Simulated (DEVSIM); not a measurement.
Structure: Si p+/n-/n+ power diode, at 350 K.

```tsv
layer (left to right)	material	thickness (μm)	Nd (cm⁻³)	Na (cm⁻³)	τn (s)	τp (s)
1	Si	2.30	-	4.3e18	1.2e-6	1.2e-6
2	Si	56.0	1.2e15	-	1.2e-6	1.2e-6
3	Si	1.10	1.1e18	-	1.2e-6	1.2e-6
```

Left contact: ohmic. Right contact: ohmic. Voltage is applied to the left contact. Recombination: SRH at mid-gap, Auger. Mobility is μmin + (μ − μmin)/(1 + (N/Nref)^α).

This is a model device: material constants are rounded textbook-type values typed into the input, and sizes, dopings and lifetimes were drawn at random. Values at 300 K; Nc and Nv go as T^1.5, mobilities as T to minus their exponent, the gap by Varshni's rule with the affinity fixed.

```tsv
parameter	Si
gap (eV)	1.124
affinity (eV)	4.05
permittivity	11.7
Nc (cm⁻³)	2.86e19
Nv (cm⁻³)	3.1e19
μn (cm²/Vs)	1417
μp (cm²/Vs)	470
μn,min	52
μp,min	45
Nref,n	9.7e16
Nref,p	2.2e17
αn	0.68
αp	0.72
T exponent of μn	2.3
T exponent of μp	2.2
Cn (cm⁶/s)	2.8e-31
Cp (cm⁶/s)	9.9e-32
Varshni α (eV/K)	0.000473
Varshni β (K)	636
```

DEVSIM, 1D drift-diffusion, Boltzmann statistics, complete ionisation; no tunnelling, impact ionisation, image-force lowering or self-heating.

Base results: dark forward voltage at 1 A/cm² (V) 0.553; potential step across the device at zero bias (V) 0.939; dark forward voltage at 100 A/cm² (V) 0.799.

Problem. What follows from this one change: temperature 350 → 300 K?

Solution. dark forward voltage at 1 A/cm² 0.553 → 0.655 V; potential step across the device at zero bias 0.939 → 0.989 V; dark forward voltage at 100 A/cm² 0.799 → 0.863 V.

Problem. What follows from this one change: doping Nd of layer 3 1.1e+18 → 1.1e+17 cm^-3?

Solution. dark forward voltage at 1 A/cm² 0.553 → 0.544 V; potential step across the device at zero bias 0.939 → 0.869 V; dark forward voltage at 100 A/cm² 0.799 → 0.792 V.

Problem. What follows from this one change: thickness of layer 3 1.1 → 0.39 μm?

Solution. dark forward voltage at 1 A/cm² little changed (0.551 V); potential step across the device at zero bias little changed (0.939 V); dark forward voltage at 100 A/cm² 0.799 → 0.795 V.

Problem. What follows from this one change: thickness of layer 2 56 → 20 μm?

Solution. dark forward voltage at 1 A/cm² 0.553 → 0.587 V; potential step across the device at zero bias little changed (0.939 V); dark forward voltage at 100 A/cm² 0.799 → 0.785 V.

Problem. What follows from this one change: constant mobility in place of the doping-dependent one?

Solution. dark forward voltage at 1 A/cm² 0.553 → 0.549 V; potential step across the device at zero bias little changed (0.939 V); dark forward voltage at 100 A/cm² 0.799 → 0.781 V.
